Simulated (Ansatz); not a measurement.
F on the 1x1 (111) surface of fcc Pt, one in a 3x3 cell, energies for each (61.4 Å²). Energies are against ½ F2(g), without zero-point or thermal terms; each row is named by its start. No converged result for: 2 more starts.

Method: PBE (plane waves to 420 eV, PAW; Ansatz, a first-principles code).

Set-up: 37 atoms, 6.9 Å thick at the start under the adsorbate (thin: gaps and levels are the slab's own); mesh 4x4x1; 0.1 eV smearing; dipole correction on; 18 atoms held, the rest relaxed; each run with such symmetry as its start has; no spin, no spin-orbit, no U, no dispersion correction.

A negative adsorption energy means that the adsorbate is more stable on the surface than in its reference. Heights count from the host atoms within 0.3 Å of the top one.

```csv
starting site,E_ads (eV),height (Å),nearest host atom (Å),bonded to,Δ work function (eV),lateral drift (Å)
top Pt,___,___,Pt 1.97,Pt,0.70,0.0
hollow Pt-Pt-Pt over Pt at depth 2.3 Å,___,1.75,Pt 2.41,3 Pt,___,0.0
```

### Question
What belongs in the gaps?

### Answer

- top Pt, E_ads (eV): -1.80
- top Pt, height (Å): 2.04
- hollow Pt-Pt-Pt over Pt at depth 2.3 Å, E_ads (eV): -1.34
- hollow Pt-Pt-Pt over Pt at depth 2.3 Å, Δ work function (eV): 0.49
